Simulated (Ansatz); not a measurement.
Base system: BeTe in the zinc blende structure (space group F-43m, No. 216).

```
BeTe
1.0
    0.00000     2.82841     2.82841
    2.82841     0.00000     2.82841
    2.82841     2.82841     0.00000
Be Te
1 1
Cartesian
  0.00000   0.00000   0.00000
  1.41420   1.41420   1.41420
```

Cartesian axes are those of the cell as printed.

Computed with r2SCAN (Ansatz, a program for electronic structure, PAW, scalar-relativistic without spin-orbit coupling).

For the base:

The band gap comes out as 2.37 eV and the valence-band top at Γ is 0.00, 0.00, 0.00 eV. The shortest interatomic distance is 244.9 pm and the smallest direct gap comes out as 4.04 eV.

It is then changed as follows: tensor shear ε_xy = +1.14 % (engineering shear γ = 0.0228); the atoms relax in the strained cell.

**Question.** How does this affect the stress?

**Answer.** The stress (xx, yy, zz, yz, xz, xy; compression positive) comes out as (0.04, 0.04, 0.00, 0.00, 0.00, -1.19) GPa.

**Question.** Estimate the effect on the band gap.

**Answer.** The band gap falls by 0.130 eV, from 2.37 eV to 2.25 eV.

**Question.** How does this affect the valence-band top at Γ?

**Answer.** The valence-band top at Γ (three highest levels, from the VBM) becomes 0.00, -0.10, -0.18 eV (base: 0.00, 0.00, 0.00 eV).

**Question.** What does the calculation give for the shortest interatomic distance after the change?

**Answer.** The shortest interatomic distance decreases by 1.0 pm (244.9 pm → 243.9 pm).

**Question.** What happens to the smallest direct gap?

**Answer.** The smallest direct gap falls by 0.20 eV (4.04 eV → 3.84 eV).

Spin-orbit coupling, missing from the scalar runs, can matter with Te. Whether these cells are dynamically stable was not tested.
